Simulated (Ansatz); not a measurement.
# C in the diamond structure (space group Fd-3m, No. 227)

```xyz
2
Lattice="0.0000 1.7768 1.7768 1.7768 0.0000 1.7768 1.7768 1.7768 0.0000" Properties=species:S:1:pos:R:3 pbc="T T T"
C      1.7768     1.7768     1.7768
C      2.6652     2.6652     2.6652
```

Calculations: plane-wave PAW DFT at the PBEsol level (Ansatz, a first-principles code, 420 eV), without spin-orbit coupling, earlier PAW set. Settings: 16×16×16 k-points, 0.05 eV Fermi–Dirac smearing.

| Property | Result |
|---|---|
| Volume per atom | 5.61 Å³ |
| Density | 3.56 g/cm³ |
| Band gap | 4.04 eV, indirect, Γ → Γ–X (75 % along) |
| Electron mass | 1.6 mₑ along k, 0.29 mₑ across |
| Hole mass (degenerate bands, along [100]) | 0.29, 0.29, 0.52 mₑ |
| Lowest conduction-band minima above the VBM | a point along ⟨100⟩, about 1.3 Å⁻¹ from Γ 4.04 eV |
| Total energy | -246.669 eV/atom (σ→0; compares only within this code and set-up) |

Effective masses come from finite differences of ±0.01 Å⁻¹. Along k means along the line from Γ to the band edge. No phonon test of stability was made.
